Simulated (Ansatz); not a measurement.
**Mo: pressure 30 GPa**

Consider Mo in the bcc (W type) structure (space group Im-3m, No. 229; a = 3.161 Å).

The change: a hydrostatic pressure of 30 GPa.

The values are results of plane-wave PAW DFT at the PBE level (Ansatz, an electronic-structure program, 420 eV), no SOC, not measurements. Γ-centred 21×21×21 mesh, Fermi–Dirac width 0.05 eV.

The density increases by 1.00 g/cm³ (10.09 g/cm³ → 11.09 g/cm³) and the lattice parameter a falls by 9.8 pm, from 316.1 pm to 306.3 pm. The shortest interatomic distance decreases by 8.5 pm to 265.2 pm and the band gap stays zero.

Load acts through the strain it causes; cell and atoms are relaxed under it. No phonon test of stability was made. No other phases were tried under pressure. The final runs are not spin-polarised.
